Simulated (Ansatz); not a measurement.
**Effect of uniaxial strain ε_zz = +2.00 % on Mg**

Consider Mg in the hcp (Mg type) structure (space group P6_3/mmc, No. 194; a = 3.195 Å, c = 5.197 Å; relaxed with 0.1 eV smearing). Axes: x lies along a and z along c of the hexagonal cell.

Now apply this change: uniaxial strain ε_zz = +2.00 %, all other strain components held at zero; the atoms relax in the strained cell.

Level of theory: PBE, PAW, 420 eV (Ansatz, a quantum-chemistry and plane-wave program; no spin-orbit coupling). Γ-centred 21×21×11 mesh, Fermi–Dirac width 0.1 eV.

```tsv
quantity	base	changed	shift
volume per atom	22.97 Å³	23.43 Å³	+0.46 Å³
space group	P6_3/mmc (No. 194)	P6_3/mmc (No. 194)	–
shortest interatomic distance	3.187 Å	3.195 Å	+0.0086 Å
energy relative to the base (free energy F)	0 meV/atom	+1.8 meV/atom	+1.8 meV/atom
pressure (mean of the normal stresses, compression positive)	0.0 GPa	-0.7 GPa	-0.7 GPa
band gap	zero	zero	–
stress (xx, yy, zz, yz, xz, xy; compression positive)	–	(-0.4, -0.4, -1.3, 0.0, 0.0, 0.0) GPa	–
```

Final structure:

```
CELL_PARAMETERS angstrom
      3.19522     0.00000     0.00000
     -1.59761     2.76714     0.00000
      0.00000     0.00000     5.30051
ATOMIC_POSITIONS crystal
  Mg 0.66667 0.33333 0.75000
  Mg 0.33333 0.66667 0.25000
```

Whether these cells are dynamically stable was not tested.
